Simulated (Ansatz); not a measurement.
## CuCl, pressure series

Take CuCl in the zinc blende structure (space group F-43m, No. 216; a = 5.424 Å) as the base.

Cell and atoms are relaxed at each pressure.

Level of theory: Ansatz (a first-principles code) PBE, no SOC.

```tsv
pressure (GPa)	volume per atom (Å³/atom)
-2	20.895
-1	20.388
0	19.947
0.3	19.825
0.7	19.670
1.5	?
3	18.903
7.5	17.784
10	17.298
```

Problem. Fit the third-order Birch–Murnaghan form P(V) = (3B₀/2)[(V₀/V)^(7/3) − (V₀/V)^(5/3)]·[1 + (3/4)(B₀′ − 4)((V₀/V)^(2/3) − 1)] (squares taken in P) to the rows shown and predict the withheld row.

Solution. Least squares on the printed values gives V₀ = 19.947 Å³/atom, B₀ = 48.5 GPa, B₀′ = 5.2; this predicts 19.383 Å³/atom, and the run gives 19.385 Å³/atom, 0.002 higher.

Measured bulk modulus of CuCl: 38.1 GPa (temperature not stated; as listed in Abhijith M. Gopakumar et al., Physical Chemistry Chemical Physics (2017)); the computed value is for a static lattice, so the two differ by thermal effects too.

Load acts through the strain it causes; cell and atoms are relaxed under it. Stability against distortions was not tested. Tetrahedral semiconductors of this kind turn to denser phases somewhere between about 1 and 50 GPa; those were not computed, so compressed cells here can lie past the real transition. No Hubbard U is applied. The final runs are not spin-polarised.
